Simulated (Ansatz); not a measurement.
The starting structures come from a database of crystals and need not be the phases stable at ambient conditions.

 Where the default PAW files enter, the runs use the earlier of Ansatz's two default sets.

By LDA and PBEsol, the system below comes out a metal.

Here is the system:

```yaml
crystal:
  lattice:
    - [2.86768, 0.00000, 0.00000]
    - [-0.95589, 2.70367, 0.00000]
    - [0.95589, 1.35184, 2.34145]
  atoms:
    - { symbol: Ag, position: [0.00000, 0.00000, 0.00000] }
```

Space group of this cell: Im-3m, bcc (W type). The cell is taken as given; by PBEsol its mean pressure is -7.2 GPa.

The current runs along the normal of the first two printed vectors, the (110) plane. All runs by Ansatz (a quantum-chemistry and plane-wave program), plane waves and PAW, without spin-orbit coupling; the base is PBEsol.

| run | mean pressure (GPa) | G/A, both spins (10¹⁵ S/m²) |
|---|---|---|
| base | -7.2 | 0.85 |
| all lengths scaled by 0.98 | -2.0 | [?] |
| all lengths scaled by 1.02 | -10.7 | [?] |
| lda in place of pbesol | -11.4 | 0.85 |
| lengths across the current scaled by 0.98, ions clamped | -3.9 | 0.87 |
| lengths across the current scaled by 1.02, ions clamped | -9.7 | 0.82 |
| lengths along the current scaled by 0.97, ions clamped | -4.8 | [?] |
| lengths along the current scaled by 1.03, ions clamped | -9.1 | 0.82 |

Question: Some entries are withheld; supply them.

Answer: 
- all lengths scaled by 0.98, G/A, both spins (10¹⁵ S/m²): 0.89
- all lengths scaled by 1.02, G/A, both spins (10¹⁵ S/m²): 0.81
- lengths along the current scaled by 0.97, ions clamped, G/A, both spins (10¹⁵ S/m²): 0.86
